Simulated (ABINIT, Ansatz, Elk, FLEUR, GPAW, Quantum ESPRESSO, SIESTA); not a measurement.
**MnAgO₂ (C2/m, 4 atoms in the cell) computed with different codes at matched settings**

Self-consistent single point, at a second geometry (lattice scaled by 0.98). First geometry:

```
CELL_PARAMETERS angstrom
      2.78319    -1.45639     0.00000
      2.78319     1.45639     0.00000
     -1.31685     0.00000     6.23195
ATOMIC_POSITIONS crystal
  Mn 0.50000 0.50000 0.50000
  Ag 0.00000 0.00000 0.00000
  O  0.10099 0.10099 0.33562
  O  0.89901 0.89901 0.66438
```
Moments meant for the start (each program seeds them in its own way; μB, in the order of the atoms Mn Ag O O): 4.0 0.0 0.0 0.0.

Shared settings, as Ansatz (an electronic-structure program) writes them: kpoints.mp_grid.grid = 7 7 3; scf.occupations.method = fermi_dirac; scf.occupations.width = 0.05 eV. Potentials and cutoffs stand in the table.

```tsv
code	model	ΔF from the first geometry (meV/atom)	largest force (eV/Å)	size of the net moment (μB/atom)	cutoff
FLEUR	PBEsol, all-electron FLAPW (FLEUR), scalar-relativistic valence	-3.1	0.115	0.98	Kmax 4.7 1/bohr
Ansatz	PBEsol, PAW files made with PBE	0.0	0.190	0.98	default
Quantum ESPRESSO	PBEsol, GBRV 1.5 ultrasoft (PBESOL) pseudopotentials	2.3	0.198	0.98	50 Ry
SIESTA	GGA PBEsol, numerical atomic orbitals DZP, PseudoDojo PBEsol standard norm-conserving potentials (rewritten from UPF to PSML)	5.3	0.394	0.98	grid 300 Ry
Elk	PBEsol, all-electron FP-LAPW, Elk's shipped species files, APW+lo basis with extra local orbitals	-1.1	–	0.98	rgkmax 7.5
GPAW	PBEsol, GPAW PAW datasets PBEsol (made by gpaw-setup)	7.9	0.350	0.98	950 eV
ABINIT	PBEsol, PAW (JTH v2.0 PBE PAW, files made for PBE)	2.7	0.242	0.98	30 Ha
```

A dash marks a value that a program does not give, or that is left out as unsure.

On Ansatz's run: with one magnetic atom in the cell only a parallel order is possible.

The spread over the programs that give each value: ΔF from the first geometry within 11.0 meV/atom; largest force within 0.279 eV/Å; size of the net moment within 0.00 μB/atom.

SIESTA uses small atom-centred bases, whose incompleteness enters pressures, forces and empty levels differently from a plane-wave cutoff. FLEUR and Elk treat all electrons, but the usual bases taken here (sphere radii, linearisation, local orbitals, empty states) were not tested for convergence, so the values are no reference for the others. In the pressure, SIESTA (by 1.18) lies more than 1 GPa from the median of the plane-wave programs. In the force vectors, FLEUR (by 0.140), SIESTA (by 0.193) and GPAW (by 0.157) lie more than 0.08 eV/Å from the median of the plane-wave programs.

The shared mesh is coarse (it stands for a supercell whose shortest vector is 19 Å), so the values are not converged in it.

The starting cell comes from a database of computed structures (which also holds hypothetical and non-ambient phases and stackings), without a prior relaxation at this level. Its lattice was rescaled by a random factor within 2.5 % of one. For this run, on top of that: lattice scaled by 0.98.

Keys are those of Ansatz 0.2.
